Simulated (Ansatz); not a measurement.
Mg3PN (model structure, started from the cubic perovskite type, Pm-3m, No. 221, 5 atoms in the cell)

Computed with r²SCAN (Ansatz, a quantum-chemistry and plane-wave program, plane waves, PAW).

Run with plane-wave cutoff 560 eV, 8×8×8 k mesh, Fermi–Dirac smearing 0.01 eV, scalar-relativistic PAW data made under PBE.

Cell (relaxed with PBEsol):

```cif
data_Mg3NP
_chemical_formula_sum 'P1 N1 Mg3'
_space_group_name_H-M_alt 'Pm-3m'
_space_group_IT_number 221
_space_group_name_Hall '-P 4 2 3'
_cell_length_a 4.15218
_cell_length_b 4.15218
_cell_length_c 4.15218
_cell_angle_alpha 90.000
_cell_angle_beta 90.000
_cell_angle_gamma 90.000
loop_
_atom_site_label
_atom_site_type_symbol
_atom_site_symmetry_multiplicity
_atom_site_Wyckoff_symbol
_atom_site_fract_x
_atom_site_fract_y
_atom_site_fract_z
_atom_site_occupancy
P1 P 1 a 0.00000 0.00000 0.00000 1
N1 N 1 b 0.50000 0.50000 0.50000 1
Mg1 Mg 3 c 0.00000 0.50000 0.50000 1
```

```json
{
 "band_gap": "2.20 eV (direct)"
}
```

Note: the relaxation could raise the start's symmetry but not lower it, so the cell can be a saddle point.

Computed values are for the static lattice.

A model structure was made by putting elements into a prototype or built by hand; it is no filed structure, need not be a known phase, and can be a saddle point held by its symmetry.
